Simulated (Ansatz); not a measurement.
# Effective masses and thermopower of WS₂ (P6_3/mmc)

Given:

```
WS2
1.0
    3.11476     0.00000     0.00000
   -1.55738     2.69746     0.00000
    0.00000     0.00000    11.77233
W S
2 4
Direct
  0.33333   0.66667   0.25000
  0.66667   0.33333   0.75000
  0.33333   0.66667   0.61645
  0.66667   0.33333   0.38355
  0.66667   0.33333   0.11645
  0.33333   0.66667   0.88355
```

The numbers are results of PBEsol+D3BJ with spin-orbit coupling, rigid bands (plane waves, PAW; Ansatz, a quantum-chemistry and plane-wave program), not measurements. How the cell was made: cell and atoms relaxed with PBEsol+d3bj.

```json
{
 "band_gap": "0.61 eV",
 "electron conductivity mass (300 K, dilute)": "0.48 (x), 0.48 (y), 0.43 (z) mₑ",
 "hole conductivity mass (300 K, dilute)": "0.47 (x), 0.47 (y), 0.95 (z) mₑ",
 "effective density of states N_c (300 K)": "4.7e19 cm⁻³",
 "effective density of states N_v (300 K)": "1.1e19 cm⁻³",
 "density_of_states_mass_electrons": "1.52 mₑ",
 "density_of_states_mass_holes": "0.59 mₑ",
 "Seebeck coefficient, n-type 1e19 cm⁻³, 300 K": "-347 μV/K",
 "best n-type power factor at 300 K for τ = 10 fs (best axis; densities from 1e16 to 1e21 cm⁻³ tried, whether or not they can be reached)": "16.9 μW/(cm·K²) at 1e20 cm⁻³",
 "Seebeck coefficient, p-type 1e19 cm⁻³, 300 K": "233 μV/K",
 "best p-type power factor at 300 K for τ = 10 fs (best axis; densities from 1e16 to 1e21 cm⁻³ tried, whether or not they can be reached)": "3.9 μW/(cm·K²) at 3e19 cm⁻³"
}
```

Rigid bands; masses and Seebeck coefficients take one relaxation time τ for all states and one kind of carrier; polarons and phonon drag are left out. Geometry: cell and atoms relaxed with PBEsol+D3(BJ).

PBEsol with a dispersion correction tends to overbind, so the cell can be several per cent short, in bad cases over ten, which usually narrows a gap: WS2 (P6_3/mmc).
